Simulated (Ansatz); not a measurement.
Start from Al$_{2}$Cu (space group I4/mcm, No. 140).

```
CELL_PARAMETERS angstrom
     -3.02979     3.02979     2.43726
      3.02979    -3.02979     2.43726
      3.02979     3.02979    -2.43726
ATOMIC_POSITIONS crystal
  Al 0.65828 0.15828 0.81655
  Al 0.84172 0.65828 0.50000
  Al 0.15828 0.34172 0.50000
  Al 0.34172 0.84172 0.18345
  Cu 0.25000 0.25000 0.00000
  Cu 0.75000 0.75000 0.00000
```

All numbers come from PBE (Ansatz, an electronic-structure program; PAW; 420 eV plane waves; spin-orbit coupling left out).

For the base:

The lattice parameter a comes out as 6.060 Å and the c/a ratio is 0.804.

Perturbation: cell and atoms relaxed at a pressure of 15 GPa.

**Question.** Estimate the effect on the lattice parameter a.

**Answer.** The lattice parameter a decreases by 0.2221 Å to 5.837 Å.

**Question.** What does the calculation give for the c/a ratio after the change?

**Answer.** The c/a ratio drops by 0.003 (0.804 → 0.801).

Load acts through the strain it causes; cell and atoms are relaxed under it. Stability against distortions was not tested. Competing high-pressure phases were not computed. All final runs are without spin polarisation.
